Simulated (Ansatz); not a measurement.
Base system: Bi (space group R-3m, No. 166; a = 4.520 Å, c = 12.048 Å (hexagonal axes); layered; relaxed with 0.1 eV smearing). Axes: x lies along a and z along c of the hexagonal cell.

Method: r2SCAN+rVV10, PAW, 500 eV (Ansatz, a program for electronic structure; no spin-orbit coupling), earlier PAW set.

Strains are applied to the cell and any free atomic positions relax.

One change was made to it. Results:

The energy grows by 0.6 meV/atom; the band gap remains zero.

### Question
What was done to the base?
A. isotropic strain +5.10 %
B. uniaxial strain ε_xx = −3.93 %
C. uniaxial strain ε_yy = +0.83 %

### Answer
C, uniaxial strain ε_yy = +0.83 %. For comparison, the energy relative to the base in the other runs: isotropic strain +5.10 % gives +80 meV/atom; uniaxial strain ε_xx = −3.93 % gives +14 meV/atom.

With Bi present, leaving out spin-orbit coupling can change the band edges. Whether these cells are dynamically stable was not tested.
